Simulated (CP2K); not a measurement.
Band structure of RbP₂Ru₂ (I4/mmm, 5 atoms in the cell).

```
CELL_PARAMETERS angstrom
      7.19480     0.00000     0.00000
      4.93567     5.23491     0.00000
     -6.06523    -2.61745     2.85079
ATOMIC_POSITIONS crystal
  Rb 0.00000 0.00000 0.00000
  P  0.33349 0.33349 0.00000
  P  0.66651 0.66651 0.00000
  Ru 0.75000 0.25000 0.50000
  Ru 0.25000 0.75000 0.50000
```

Method of the run: LDA (Pade form), GPW, DZVP-MOLOPT-SR-GTH basis, GTH-PADE potentials (GTH_POTENTIALS) (CP2K 2026.2).

Settings: CUTOFF = 500 Ry; REL_CUTOFF = 40 Ry; SMEAR/METHOD = FERMI_DIRAC; ELECTRONIC_TEMPERATURE = 1160.45 K; KPOINTS/SCHEME = MONKHORST-PACK 7 7 7; XC_FUNCTIONAL = PADE; Rb/BASIS_SET = DZVP-MOLOPT-SR-GTH-q9; Rb/POTENTIAL = GTH-PADE-q9; P/BASIS_SET = DZVP-MOLOPT-SR-GTH-q5; P/POTENTIAL = GTH-PADE-q5; Ru/BASIS_SET = DZVP-MOLOPT-SR-GTH-q16; Ru/POTENTIAL = GTH-PADE-q16; METHOD = GPW; EPS_DEFAULT = 1e-10.

The starting cell comes from a database of computed structures (which also holds hypothetical and non-ambient phases and stackings), without a prior relaxation at this level. Spin polarisation is off; with an odd number of electrons in the cell that forces a metal, and a magnetic state may lie lower. Values carry the incompleteness of an atom-centred basis.

Levels in eV from the Fermi level, bands 23 to 28:
```tsv
point	23	24	25	26	27	28
Γ	-0.35	0.01	0.58	0.58	1.44	2.55
X	-2.05	-1.15	-0.66	-0.66	-0.30	0.06
Y	-2.06	-1.03	-0.88	-0.67	-0.04	0.14
S	-1.98	-1.94	-0.86	-0.23	2.22	2.85
Z	-0.34	0.69	0.69	0.94	1.20	1.44
S1	-1.98	-1.94	-0.86	-0.23	2.22	2.85
N	-2.08	-1.98	-0.64	-0.54	2.32	2.87
P	-2.02	-1.16	-0.66	-0.66	-0.12	-0.12
Y1	-2.06	-1.03	-0.88	-0.67	-0.04	0.14
```

Bands cross the Fermi level along this path, so the cell is metallic at this level.

Higher empty bands are left out: an atom-centred basis made for the valence describes them poorly.
